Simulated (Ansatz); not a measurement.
## LaNbO4: pressure series

Base system: LaNbO4 (space group C2/c, No. 15; a = 7.247 Å, b = 11.422 Å, c = 5.156 Å, α = 90.00°, β = 130.23°, γ = 90.00°).

Cell and atoms are relaxed at each pressure.

Level of theory: PBEsol, PAW, 420 eV (Ansatz, a program for electronic structure; without spin-orbit coupling).

Notes on the quantities. enthalpy: H = E + PV relative to the base's energy.

| variant | band gap | smallest direct gap | density | enthalpy |
|---|---|---|---|---|
| base | 3.63 eV | 3.81 eV | 6.03 g/cm³ | – |
| pressure −2 GPa | 3.67 eV | 3.83 eV | 5.93 g/cm³ | -0.17 eV/atom |
| pressure −1 GPa | 3.64 eV | 3.82 eV | 5.98 g/cm³ | -0.09 eV/atom |
| pressure 0.3 GPa | 3.62 eV | 3.80 eV | 6.04 g/cm³ | +0.03 eV/atom |
| pressure 0.7 GPa | 3.62 eV | 3.80 eV | 6.06 g/cm³ | +0.06 eV/atom |
| pressure 1.5 GPa | 3.61 eV | 3.79 eV | 6.10 g/cm³ | +0.13 eV/atom |
| pressure 3 GPa | 3.59 eV | 3.77 eV | 6.17 g/cm³ | +0.25 eV/atom |
| pressure 5 GPa | 3.59 eV | 3.76 eV | 6.25 g/cm³ | +0.42 eV/atom |
| pressure 7.5 GPa | 3.59 eV | 3.75 eV | 6.35 g/cm³ | +0.62 eV/atom |
| pressure 10 GPa | 3.59 eV | 3.75 eV | 6.45 g/cm³ | +0.82 eV/atom |

Load acts through the strain it causes; cell and atoms are relaxed under it. Whether these cells are dynamically stable was not tested. No other phases were tried under pressure.
